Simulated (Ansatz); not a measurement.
## LiF, response to strain

The parent structure is LiF in the rock salt structure (space group Fm-3m, No. 225; a = 3.990 Å). Axes: x, y, z lie along the cube axes.

Strains are applied to the cell and any free atomic positions relax; under biaxial strain the out-of-plane vector relaxes too; under stress the whole cell relaxes.

All numbers come from Ansatz (a program for electronic structure) r2SCAN, no spin-orbit coupling.

Notes on the quantities. energy relative to the base: free energy F.

| variant | energy relative to the base | electron mass | band gap | volume per atom | space group |
|---|---|---|---|---|---|
| base | 0 meV/atom | 0.88 mₑ (at Γ) | 10.33 eV | 7.94 Å³ | Fm-3m (No. 225) |
| biaxial strain +1.23 %, plane normal [001], relaxed out of plane | +1.1 meV/atom | 0.87 mₑ (at Γ) | 10.15 eV | 8.07 Å³ | I4/mmm (No. 139) |
| biaxial strain +2.21 %, plane normal [001], relaxed out of plane | +3.4 meV/atom | 0.86 mₑ (at Γ) | 10.01 eV | 8.18 Å³ | I4/mmm (No. 139) |
| biaxial strain −2.81 %, plane normal [110], relaxed out of plane | +7.4 meV/atom | – | 10.60 eV | 7.61 Å³ | Immm (No. 71) |
| biaxial strain +0.58 %, plane normal [110], relaxed out of plane | +0.3 meV/atom | 0.87 mₑ (at Γ) | 10.22 eV | 8.01 Å³ | Immm (No. 71) |
| isotropic strain +1.34 % | +3.0 meV/atom | 0.86 mₑ (at Γ) | 9.95 eV | 8.26 Å³ | Fm-3m (No. 225) |
| uniaxial strain ε_xx = +2.14 % | +1.4 meV/atom | 0.87 mₑ (at Γ) | 10.09 eV | 8.11 Å³ | I4/mmm (No. 139) |
| uniaxial stress, 0.5 GPa compression along x | +0.1 meV/atom | 0.88 mₑ (at Γ) | 10.34 eV | 7.92 Å³ | I4/mmm (No. 139) |
| uniaxial stress, 2 GPa compression along x | +0.8 meV/atom | 0.88 mₑ (at Γ) | 10.38 eV | 7.88 Å³ | I4/mmm (No. 139) |
| uniaxial stress, 3 GPa tension along x | +2.4 meV/atom | 0.87 mₑ (at Γ) | 10.12 eV | 8.07 Å³ | I4/mmm (No. 139) |

A biaxial case was relaxed in a doubled cell and then solved in the primitive one. Masses are band curvatures over ±0.01 Å⁻¹ around the edge. Beyond what the load breaks, stability against distortions was not tested.
